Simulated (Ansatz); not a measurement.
# MoS2: pressure series

Take MoS2 in the 2H-MoS2 type structure (space group P6_3/mmc, No. 194; layered, stacked along the Cartesian z axis) as the base.

```
CELL_PARAMETERS angstrom
      3.10903     0.00000     0.00000
     -1.55452     2.69250     0.00000
      0.00000     0.00000    11.70864
ATOMIC_POSITIONS crystal
  Mo 0.33333 0.66667 0.25000
  Mo 0.66667 0.33333 0.75000
  S  0.33333 0.66667 0.61648
  S  0.66667 0.33333 0.11648
  S  0.66667 0.33333 0.38352
  S  0.33333 0.66667 0.88352
```

Cell and atoms are relaxed at each pressure.

The values are results of PBEsol-D3(BJ) (Ansatz, a first-principles code, PAW, no spin-orbit coupling), earlier PAW set, not measurements.

Candidates:
(a) pressure 30 GPa
(b) pressure −2 GPa
(c) pressure 15 GPa
(d) pressure 3 GPa
(e) pressure 7 GPa

Before the change:

The c/a ratio comes out as 3.766.

Q: Order them by c/a ratio, lowest first.

A: (a) pressure 30 GPa (3.625), (c) pressure 15 GPa (3.641), (e) pressure 7 GPa (3.675), (d) pressure 3 GPa (3.713), (b) pressure −2 GPa (3.836)

The mesh was chosen for an insulator and is coarse for the gapless case. Load acts through the strain it causes; cell and atoms are relaxed under it. No phonon test of stability was made. Competing high-pressure phases were not computed. The final runs are not spin-polarised.
